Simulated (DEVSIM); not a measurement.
System: CdTe p-n junction from an implanted or diffused profile, at 300 K.

| layer (left to right) | material | thickness (μm) | Nd (cm⁻³) | τn (s) | τp (s) |
|---|---|---|---|---|---|
| 1 | CdTe | 170 | 6.3e15 | 2.8e-8 | 2.8e-8 |

Added acceptor profile: 4.9e17 cm⁻³ × exp(−(x − 0.042 μm)²/(2·(0.098 μm)²)). Left contact: ohmic. Right contact: ohmic. Voltage is applied to the left contact. Recombination: SRH at mid-gap, radiative, Auger. Mobility is μmin + (μ − μmin)/(1 + (N/Nref)^α).

This is a model device: material constants are rounded textbook-type values typed into the input, and sizes, dopings and lifetimes were drawn at random. Values at 300 K.

```
parameter        CdTe
-------------  ------
gap (eV)          1.5
affinity (eV)    4.28
permittivity     10.2
Nc (cm⁻³)        8e17
Nv (cm⁻³)      1.8e19
μn (cm²/Vs)      1000
μp (cm²/Vs)        80
μn,min            100
μp,min             10
Nref,n           1e17
Nref,p           1e17
αn                0.6
αp                0.6
B (cm³/s)       1e-10
Cn (cm⁶/s)      1e-30
Cp (cm⁶/s)      1e-30
```

Simulated with DEVSIM: 1D drift-diffusion, Boltzmann statistics, complete ionisation; no tunnelling, impact ionisation, image-force lowering or self-heating.

Q: Give the dark forward current.

A: 
(V (V), J (A/cm²)): (0.05, 1.2e-11); (0.10, 4.1e-11); (0.20, 3.3e-10); (0.25, 9.0e-10); (0.35, 6.7e-9); (0.40, 1.8e-8); (0.45, 5.0e-8); (0.55, 3.8e-7); (0.60, 1.0e-6); (0.70, 8.3e-6); (0.75, 2.4e-5); (0.80, 7.6e-5); (0.90, 0.0011); (0.95, 0.0052); (1.05, 0.16); (1.10, 0.69); (1.20, 3.5); (1.25, 5.5); (1.30, 7.6); (1.40, 12); (1.45, 14); (1.55, 19); (1.60, 22); (1.65, 24); (1.75, 29); (1.80, 31); (1.90, 36); (1.95, 39)
